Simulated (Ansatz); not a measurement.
# MgB2: biaxial strain +1.50 %, plane normal [001], relaxed out of plane

The parent structure is MgB₂ (space group P6/mmm, No. 191; a = 3.064 Å, c = 3.498 Å; relaxed with 0.1 eV smearing). Axes: x lies along a and z along c of the hexagonal cell.

It is then changed as follows: tensile biaxial strain of 1.50 % in the plane normal to [001], as in epitaxy on a mismatched substrate; the out-of-plane cell vector and the atoms relax.

All numbers come from plane-wave PAW DFT at the PBEsol level (Ansatz, a quantum-chemistry and plane-wave program, 420 eV), scalar-relativistic without spin-orbit coupling. Settings: 22×22×17 k-points, 0.1 eV Fermi–Dirac smearing.

The space group is still P6/mmm (No. 191) and the shortest interatomic distance goes up by 0.027 Å, from 1.769 Å to 1.796 Å. The band gap remains zero and the out-of-plane strain amounts to -0.44 %. The mean in-plane stress (compression positive) amounts to -6.8 GPa.

Final structure (turned so that z lies along the plane normal):

```yaml
crystal:
  lattice:
    - [3.10998, 0.00000, 0.00000]
    - [1.55499, 2.69332, 0.00000]
    - [0.00000, 0.00000, 3.48227]
  atoms:
    - { symbol: Mg, position: [0.00000, 0.00000, 0.00000] }
    - { symbol: B, position: [0.66667, 0.66667, 0.50000] }
    - { symbol: B, position: [0.33333, 0.33333, 0.50000] }
```

Stability against distortions was not tested. The final runs are not spin-polarised.
